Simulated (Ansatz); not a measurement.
# Response to strain in Ge2Sb2Te5

The reference is Ge2Sb2Te5 (space group P-3m1, No. 164).

```xyz
9
Lattice="4.2933 0.0000 0.0000 -2.1466 3.7181 0.0000 0.0000 0.0000 17.6342" Properties=species:S:1:pos:R:3 pbc="T T T"
Te     0.0000     0.0000     0.0000
Ge     2.1466     1.2394     1.7323
Ge     0.0000     2.4787    15.9019
Te     0.0000     2.4787     3.4226
Te     2.1466     1.2394    14.2116
Sb     0.0000     0.0000     5.4567
Sb     0.0000     0.0000    12.1775
Te     2.1466     1.2394     7.1667
Te     0.0000     2.4787    10.4675
```

Cartesian axes are those of the cell as printed.

Strains are applied to the cell and any free atomic positions relax; under biaxial strain the out-of-plane vector relaxes too.

The values are results of Kohn–Sham DFT with the PBE functional, run in Ansatz (a program for electronic structure) with PAW and 420 eV plane waves, no spin-orbit coupling, not measurements.

Candidates:
(a) isotropic strain +1.88 %
(b) biaxial strain −2.97 %, plane normal [001], relaxed out of plane
(c) uniaxial strain ε_yy = +1.02 %
(d) biaxial strain +0.66 %, plane normal [001], relaxed out of plane

For the base:

| Quantity | Result |
|---|---|
| Smallest direct gap | 0.58 eV |

Q: Order them by smallest direct gap, highest first.

A: (a) isotropic strain +1.88 % (0.73 eV), (b) biaxial strain −2.97 %, plane normal [001], relaxed out of plane (0.61 eV), (c) uniaxial strain ε_yy = +1.02 % (0.57 eV), (d) biaxial strain +0.66 %, plane normal [001], relaxed out of plane (0.54 eV)

With Sb and Te present, leaving out spin-orbit coupling can change the band edges. Gaps are Kohn–Sham eigenvalue differences; semilocal functionals usually give less than the measured gap. Stability against distortions was not tested.
